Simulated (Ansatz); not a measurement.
# A computed series for ZnCu: response to strain

The parent structure is ZnCu in the CsCl type structure (space group Pm-3m, No. 221; relaxed with 0.1 eV smearing).

```
CELL_PARAMETERS angstrom
      2.90849     0.00000     0.00000
      0.00000     2.90849     0.00000
      0.00000     0.00000     2.90849
ATOMIC_POSITIONS crystal
  Zn 0.50000 0.50000 0.50000
  Cu 0.00000 0.00000 0.00000
```

Cartesian axes are those of the cell as printed.

Strains are applied to the cell and any free atomic positions relax; under biaxial strain the out-of-plane vector relaxes too.

All numbers come from PBEsol, PAW, 420 eV (Ansatz, a first-principles code; spin-orbit coupling left out).

Notes on the quantities. in-plane stress: mean in-plane stress (compression positive).

```tsv
change	in-plane stress	out-of-plane strain
biaxial strain −2.50 %, plane normal [111], relaxed out of plane	+8.3 GPa	+1.58 %
biaxial strain −2.08 %, plane normal [111], relaxed out of plane	+6.8 GPa	+1.28 %
biaxial strain −1.67 %, plane normal [111], relaxed out of plane	[?]	[?]
biaxial strain −1.25 %, plane normal [111], relaxed out of plane	+4.0 GPa	+0.72 %
biaxial strain −0.42 %, plane normal [111], relaxed out of plane	+1.3 GPa	+0.23 %
biaxial strain +0.42 %, plane normal [111], relaxed out of plane	-1.3 GPa	-0.21 %
biaxial strain +0.83 %, plane normal [111], relaxed out of plane	-2.4 GPa	-0.40 %
biaxial strain +1.67 %, plane normal [111], relaxed out of plane	-4.7 GPa	-0.77 %
biaxial strain +2.50 %, plane normal [111], relaxed out of plane	-6.8 GPa	-1.11 %
```

**Question.** Some entries are withheld; estimate them.

**Answer.** 
- biaxial strain −1.67 %, plane normal [111], relaxed out of plane, in-plane stress: +5.4 GPa
- biaxial strain −1.67 %, plane normal [111], relaxed out of plane, out-of-plane strain: +0.99 %

Stability against distortions was not tested. All final runs are without spin polarisation.
